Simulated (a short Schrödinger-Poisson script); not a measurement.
Stack: MOS inversion layer, SiO2 on p-type Si(100), at 300 K.

```csv
layer,material,thickness (nm),Na (cm⁻³)
1,SiO2,1.4,-
2,Si,240,3.1e18
```

Constants are typed, rounded textbook-type inputs, not results; the design itself was drawn at random and stands for no fabricated device. SiO2: permittivity 3.9, conduction-band edge (eV) 3.15, gap (eV) 9, electron mass (mₑ) 0.5. Si: permittivity 11.7, conduction-band edge (eV) 0, gap (eV) 1.124, Nv at 300 K (cm⁻³) 3.1e19.

Channel valleys (confinement mass, in-plane density-of-states mass, number): Δ2 0.916, 0.19, 2; Δ4 0.19, 0.417, 4. At the gate the conduction-band edge of layer 1 lies 3.61 eV − eVg above the Fermi level of the channel; the field vanishes at the back. Gaps are held at their typed values at every temperature. Mesh 0.03 nm at interfaces.

Solved with a short Schrödinger-Poisson script written for these runs: 1D Poisson equation in equilibrium, electrons classical, Boltzmann, parabolic valleys, classical holes, full ionisation, no traps, pinning or gate leakage.

The same stack at other levels of the model or other numerical settings:

```json
[
 {"run": "base", "sheet density of all electrons at Vg = 1.55 V (cm⁻²)": "8.89e12", "sheet density of all electrons at Vg = 0.95 V (cm⁻²)": "9.19e11", "capacitance at Vg = 1.55 V (μF/cm²)": "2.31", "centroid of the channel electrons at Vg = 1.55 V (nm)": "0.21", "rough cost against the base": "about 1"},
 {"run": "electrons treated as classical, Fermi-Dirac", "sheet density of all electrons at Vg = 1.55 V (cm⁻²)": "8.12e12", "sheet density of all electrons at Vg = 0.95 V (cm⁻²)": "8.56e11", "capacitance at Vg = 1.55 V (μF/cm²)": "2.13", "centroid of the channel electrons at Vg = 1.55 V (nm)": "0.35", "rough cost against the base": "6"},
 {"run": "electrons treated as quantum, Hartree", "sheet density of all electrons at Vg = 1.55 V (cm⁻²)": "5.87e12", "sheet density of all electrons at Vg = 0.95 V (cm⁻²)": "…", "capacitance at Vg = 1.55 V (μF/cm²)": "…", "centroid of the channel electrons at Vg = 1.55 V (nm)": "…", "rough cost against the base": "30"},
 {"run": "mesh six times as coarse", "sheet density of all electrons at Vg = 1.55 V (cm⁻²)": "8.55e12", "sheet density of all electrons at Vg = 0.95 V (cm⁻²)": "8.14e11", "capacitance at Vg = 1.55 V (μF/cm²)": "2.25", "centroid of the channel electrons at Vg = 1.55 V (nm)": "0.31", "rough cost against the base": "0.6"}
]
```

Q: Some entries are withheld; supply them.

A: 
- electrons treated as quantum, Hartree, capacitance at Vg = 1.55 V (μF/cm²): 1.94
- electrons treated as quantum, Hartree, centroid of the channel electrons at Vg = 1.55 V (nm): 1.04
- electrons treated as quantum, Hartree, sheet density of all electrons at Vg = 0.95 V (cm⁻²): 6.69e10

The classical rows ignore confinement, and Boltzmann statistics overrate the density once the band edge passes the Fermi level.
